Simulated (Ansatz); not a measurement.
Hf: response to strain

Take Hf in the hcp (Mg type) structure (space group P6_3/mmc, No. 194; a = 3.117 Å, c = 4.950 Å; relaxed with 0.1 eV smearing) as the base. Axes: x lies along a and z along c of the hexagonal cell.

Strains are applied to the cell and any free atomic positions relax.

The values are results of LDA/PAW in Ansatz (a program for electronic structure), no SOC, not measurements.

Notes on the quantities. energy relative to the base: free energy F.

```tsv
uniaxial strain ε_zz (%)	energy relative to the base (meV/atom)
-3	13.4
-2.5	9.2
-2	?
-1.5	3.2
-1	1.4
-0.5	0.4
0	0.0
```

Problem. Fit ΔE = Aε² + Bε³ (ε in %) to the rows shown and predict the withheld row.

Solution. Least squares on the printed values gives A = 1.37 and B = -0.040 meV/atom (largest residual 0.1 meV/atom); this predicts 5.8 meV/atom, and the run gives 5.8 meV/atom, in agreement.

No phonon test of stability was made. All final runs are without spin polarisation.
